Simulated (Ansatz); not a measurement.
Partial pair distribution functions of a relaxed model of amorphous Si$_{20}$B$_{10}$N$_{30}$, broadened by 0.06 Å; density 2.40 g/cm³. All values below come from PBE, scalar-relativistic without spin-orbit coupling (plane waves to 420 eV, PAW; Ansatz, a program for electronic structure). The usual formal charges leave 20 electrons over, so the level spacing at the Fermi energy parts defect or band states and needn't be the band gap.

A CHGNet melt-quench gave the starting glass, which DFT then relaxed. N atoms were pushed apart under 1.9 Å during the dynamics, to hinder bonds among them. The hot cell started wider than the set density and was brought back towards it in steps. It is the lowest in DFT energy of 2 quenches. It is a model cell: composition and starting density were chosen by hand, and all elements were melted together. No dispersion term was used. Its density started from a set value of 2.40 and ended at 2.40 g/cm³. Cooling (nominally 630 K/ps over its main leg) ran many orders faster than in experiment, which tends to leave more defects and strain. A cell of this size samples the disorder only roughly. The volume was held where the preparation left it and the shape relaxed, at a PBE pressure of -3.7 GPa (tension). Stress components on the final sampling reach 3.9 GPa. On a 2×2×2 Γ-centred mesh force components of up to 0.23 eV/Å stay, since the relaxation ran on the zone centre alone.

```tsv
r (Å)	g Si-N	g B-N	g Si-Si	g B-B
1.20	0.00	0.01	0.00	0.00
1.30	0.00	0.78	0.00	0.00
1.40	0.00	7.98	0.00	0.00
1.50	0.03	12.73	0.00	0.00
1.60	1.07	3.91	0.00	0.00
1.70	6.60	0.56	0.00	0.00
1.80	8.93	0.23	0.00	0.00
1.90	2.60	0.01	0.00	0.36
2.00	0.41	0.00	0.00	1.94
2.10	0.04	0.00	0.00	0.65
2.20	0.00	0.00	0.08	0.03
2.30	0.00	0.00	0.78	0.51
2.40	0.01	0.00	1.11	1.42
2.50	0.08	0.01	1.06	1.56
2.60	0.12	0.18	1.15	2.05
2.70	0.16	0.38	0.65	0.56
2.80	0.24	0.58	1.34	1.98
2.90	0.48	0.61	2.42	0.81
3.00	0.73	0.84	1.39	0.84
3.10	0.82	1.04	2.11	0.36
3.20	0.78	0.97	1.53	0.21
3.30	1.04	1.03	1.04	0.74
3.40	1.03	1.12	0.95	0.38
3.50	0.94	1.30	0.34	0.65
3.60	1.14	1.27	0.41	0.48
3.70	1.47	1.44	0.52	1.69
3.80	1.52	1.37	0.36	1.22
3.90	1.49	1.81	0.37	0.17
4.00	1.43	1.74	0.85	0.13
4.10	1.18	1.20	0.91	1.00
4.20	1.03	0.91	0.60	0.85
4.30	0.97	0.79	0.92	0.39
4.40	1.21	0.75	1.28	1.42
```

Within 2.14 Å each Si has 3.10 N neighbours on average.
